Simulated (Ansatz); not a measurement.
The parent structure is PbI$_{2}$ in the CdI2 type structure (space group P-3m1, No. 164).

```yaml
crystal:
  lattice:
    - [4.55901, 0.00000, 0.00000]
    - [-2.27951, 3.94822, 0.00000]
    - [0.00000, 0.00000, 6.97266]
  atoms:
    - { symbol: Pb, position: [0.00000, 0.00000, 0.00000] }
    - { symbol: I, position: [0.33333, 0.66667, 0.27094] }
    - { symbol: I, position: [0.66667, 0.33333, 0.72906] }
```

Cartesian axes are those of the cell as printed.

Level of theory: DFT with PBE-D3(BJ), PAW potentials and a 420 eV plane-wave cutoff in Ansatz (an electronic-structure program), scalar-relativistic without spin-orbit coupling.

Base values:

| Item | Result |
|---|---|
| Hole mass | 0.59 mₑ along k, 0.74 mₑ across (at A) |
| Band gap | 2.18 eV |
| Gap character | direct at A |

The change: biaxial strain +1.84 %, plane normal [001], relaxed out of plane (Cartesian); in-plane vectors clamped, the third vector and the atoms free.

Problem. What happens to the out-of-plane strain, hole mass, band gap and gap character?

Solution. The out-of-plane strain is -1.89 %; the hole mass goes from 0.59 mₑ along k, 0.74 mₑ across (at A) to 0.80 mₑ along k, 0.70 mₑ across (at A); the band gap decreases by 0.02 eV (2.18 eV → 2.16 eV); the gap character remains direct at A.

Spin-orbit coupling, missing from the scalar runs, can matter with I and Pb. Effective masses come from finite differences of ±0.01 Å⁻¹. Along k means along the line from Γ to the band edge. Whether these cells are dynamically stable was not tested.
